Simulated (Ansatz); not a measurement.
Spacing of the highest filled and lowest empty level at the zone centre in eight small model glasses of hand-chosen composition and density, fast-quenched (anions pushed apart in CHGNet runs), each at its PBE geometry, by PBE and by r2SCAN (Ansatz, a first-principles code, plane waves, PAW). The cells are the first eight to finish that balance their formal charges, show no moments and no lower geometry on charging where those were tested, and have a gap at both levels; defect levels can set the spacings.

```csv
cell,quench by,pressure (GPa),levels at the gap,PBE (eV),"experiment, tabulated (eV)"
In9Ga9Zn9O38Ge,CHGNet,2.5,spread,0.86,-
Ga24O37Sr,CHGNet,2.9,localised at the filled edge,1.81,-
Si24O50Sn,CHGNet,0.3,localised at the filled edge,3.69,-
In24O38Si,CHGNet,0.1,localised at the filled edge,0.31,-
Ga24O37K2,CHGNet,0.1,localised at the filled edge,1.59,-
Si24O49Ag2,CHGNet,0.0,localised at the filled edge,2.87,-
Ti20O42Hf,CHGNet,0.5,spread,2.78,-
Ti20O41Sr,CHGNet,1.7,localised at the empty edge,2.65,-
```

Task: What does r2SCAN give, and how does it move these values against PBE?

Result: In9Ga9Zn9O38Ge 1.31, Ga24O37Sr 2.33, Si24O50Sn 4.32, In24O38Si 0.71, Ga24O37K2 2.09, Si24O49Ag2 3.34, Ti20O42Hf 3.14, Ti20O41Sr 2.98 eV. It raises them by +0.33 to +0.63 eV, +0.45 eV on average. A straight line through the eight gives r2SCAN = 1.02 × PBE +0.41 eV, with a scatter of 0.09 eV.
